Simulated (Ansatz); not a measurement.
NiTe (P6₃/mmc, No. 194, 4 atoms in the cell; start mp-203)

All values below come from PBEsol in Ansatz (PAW).

Numerical settings: plane-wave cutoff 500 eV, 12×12×8 k mesh (along the axes of the cell as run), Fermi–Dirac smearing 0.05 eV, no spin polarisation, scalar-relativistic PAW data made under PBE.

Cell (relaxed at this level):

Space group P6₃/mmc (No. 194); a = b = 3.971 Å, c = 5.181 Å, α = β = 90.00°, γ = 120.00°

| atom | site | symmetry | x | y | z |
|---|---|---|---|---|---|
| Ni | 2a | -3m. | 0.0000 | 0.0000 | 0.0000 |
| Te | 2c | -6m2 | 0.3333 | 0.6667 | 0.2500 |

```
Property  Value
--------  -----
band gap   none
```

Note: the relaxation could not lower the start's symmetry, so the cell can be a saddle point above a distorted one.

Spin–orbit coupling is not included.

A start named mp-… is a Materials Project structure, which need not be a measured phase.

Ansatz is a program for electronic structure.
